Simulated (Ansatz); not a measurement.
The parent structure is BAs in the zinc blende structure (space group F-43m, No. 216; a = 4.7322 Å). Axes: x, y, z lie along the cube axes.

Calculations: LDA (Ansatz, an electronic-structure program), no spin-orbit coupling.

Before the change:

The band gap is 1.11 eV and the pressure is 0.00 GPa. The valence-band top at Γ is 0.00, 0.00, 0.00 eV.

One thing is altered: biaxial strain +0.83 %, plane normal [111], relaxed out of plane (Cartesian); in-plane vectors clamped, the third vector and the atoms free.

Estimate the effect on the band gap, pressure, valence-band top at Γ and ratio −ε⊥/ε∥.

The band gap drops by 0.05 eV to 1.06 eV; the pressure (mean of the normal stresses, compression positive) goes from zero to -2.07 GPa; the valence-band top at Γ (three highest levels, from the VBM) changes from 0.00, 0.00, 0.00 eV to 0.00, -0.08, -0.08 eV; the ratio −ε⊥/ε∥ is 0.24.

Stability against distortions was not tested.
